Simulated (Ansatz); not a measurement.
**CsCl-type GdRh**

The numbers are results of r²SCAN+rVV10 in Ansatz (plane waves, PAW), not measurements.

Run with plane-wave cutoff 560 eV, 16×16×16 k mesh, Fermi–Dirac smearing 0.05 eV, spin-polarised with parallel moments, scalar-relativistic PAW data made under PBE.

Cell: relaxed at this level.

| Quantity | Result |
|---|---|
| lattice parameter a | 3.429 Å |

Note: the magnetic order was assumed, not searched for or taken from measurement; the 4f shell is treated without U or exact exchange, so its levels and filling can be wrong.

Spin–orbit coupling is not included.

Computed values are for the static lattice.

Computing time: very roughly 6 core-minutes.

Ansatz is a quantum-chemistry and plane-wave program.
